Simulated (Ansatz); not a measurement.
## SnO2: pressure series

Base system: SnO$_{2}$ in the rutile structure (space group P4_2/mnm, No. 136; a = 4.769 Å, c = 3.212 Å).

Cell and atoms are relaxed at each pressure.

The values are results of Ansatz (a quantum-chemistry and plane-wave program) PBEsol, no SOC, not measurements.

Candidates:
(a) pressure −2 GPa
(b) pressure 2.1 GPa
(c) pressure 30 GPa

For the base:

Band gap: 0.92 eV

Q: Order them by band gap, highest first.

A: (c) pressure 30 GPa (2.27 eV), (b) pressure 2.1 GPa (1.03 eV), (a) pressure −2 GPa (0.81 eV)

Load acts through the strain it causes; cell and atoms are relaxed under it. Stability against distortions was not tested. No other phases were tried under pressure.
